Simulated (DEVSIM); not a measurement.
Structure: Schottky contact on n-type Si, at 300 K.

Layer 1 from the left is Si, thickness (μm) 18.0, Nd (cm⁻³) 2.6e16, τn (s) 0.0002, τp (s) 0.0002.

Left contact: Schottky, work function 4.7 eV, emission velocity 3.4e6 cm/s. Right contact: ohmic. Voltage is applied to the left contact. Recombination: SRH at mid-gap, radiative. Mobility is μmin + (μ − μmin)/(1 + (N/Nref)^α).

The device is made up for the run: typed textbook-type constants, with dimensions and the other settings drawn at random. Values at 300 K.

Si: gap (eV) 1.124, affinity (eV) 4.05, permittivity 11.7, Nc (cm⁻³) 2.86e19, Nv (cm⁻³) 3.1e19, μn (cm²/Vs) 1417, μp (cm²/Vs) 470, μn,min 52, μp,min 45, Nref,n 9.7e16, Nref,p 2.2e17, αn 0.68, αp 0.72, B (cm³/s) 4.7e-15.

**Question.** Estimate by hand the built-in potential, the peak field at zero bias, the capacitance at -0.6 V, and compare with a numerical solution.

**Answer.** 
- Built-in potential: barrier φB = 0.650 eV; Vbi = φB − kT/q ln(N_band/N) = 0.469 V; numerical 0.469 V.
- Peak field at zero bias: depletion approximation: W = √(2εVbi/(qN)) = 0.153 μm with N = 2.60e16 cm⁻³; field = 2Vbi/W = 61400 V/cm; numerical 59500 V/cm (estimate above by 3.2 %).
- Capacitance at -0.6 V: C = √(qεN / 2(Vbi + |V|)) = 44.9 nF/cm²; numerical 45.5 nF/cm² (estimate below by 1.2 %).

DEVSIM, 1D drift-diffusion, Boltzmann statistics, complete ionisation; no tunnelling, impact ionisation, image-force lowering or self-heating. Metal contacts follow the ideal Schottky-Mott rule: no Fermi-level pinning, no interface dipoles.
